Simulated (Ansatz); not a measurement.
The cell is made up: elements placed on another compound's structure type, so the phase may be hypothetical.

Tunnelling through a barrier is set by its complex band structure: the current falls as exp(−2κd) with the smallest κ.

Consider the following.

```yaml
crystal:
  lattice:
    - [3.36182, 0.00000, 0.00000]
    - [0.00000, 5.83113, 0.00000]
    - [0.00000, 0.00000, 5.83113]
  atoms:
    - { symbol: B, position: [0.00000, 0.67736, 0.32264] }
    - { symbol: B, position: [0.00000, 0.32264, 0.67736] }
    - { symbol: B, position: [0.50000, 0.82264, 0.82264] }
    - { symbol: B, position: [0.50000, 0.17736, 0.17736] }
    - { symbol: As, position: [0.00000, 0.31830, 0.31830] }
    - { symbol: As, position: [0.00000, 0.68170, 0.68170] }
    - { symbol: As, position: [0.50000, 0.81830, 0.18170] }
    - { symbol: As, position: [0.50000, 0.18170, 0.81830] }
```

Space group of this cell: P4_2/mnm. The cell was relaxed by PBE-D3(BJ); by r2SCAN its mean pressure is 1.5 GPa.

Transport runs along the normal of the first two printed cell vectors.

No gap correction and no spin-orbit coupling; mid-gap values are interpolated between computed energies.

**Question.** Give the band gap and the smallest decay constant κ at mid-gap that r2SCAN (Ansatz, a quantum-chemistry and plane-wave program) yields.

**Answer.** Gap 0.86 eV on a 10×6×6 mesh; κ = 0.129 1/Å, at the zone centre.
